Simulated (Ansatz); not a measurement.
The reference is W2C (space group P-3m1, No. 164; a = 3.035 Å, c = 4.656 Å). Axes: x lies along a and z along c of the hexagonal cell.

Calculations: DFT with PBE-D3(BJ), PAW potentials and a 420 eV plane-wave cutoff in Ansatz (an electronic-structure program), no SOC.

Base values:

| Item | Result |
|---|---|
| Shortest interatomic distance | 4.001 bohr |
| Pressure | 0.0 GPa |
| Band gap | zero |

The change: biaxial strain +1.25 %, plane normal [001], relaxed out of plane (Cartesian); in-plane vectors clamped, the third vector and the atoms free.

Problem. Predict the new shortest interatomic distance, pressure and band gap.

Solution. The shortest interatomic distance grows by 0.012 bohr (4.001 bohr → 4.013 bohr); the pressure (mean of the normal stresses, compression positive) goes from zero to -3.6 GPa; the band gap is still zero.

Stability against distortions was not tested. All final runs are without spin polarisation.
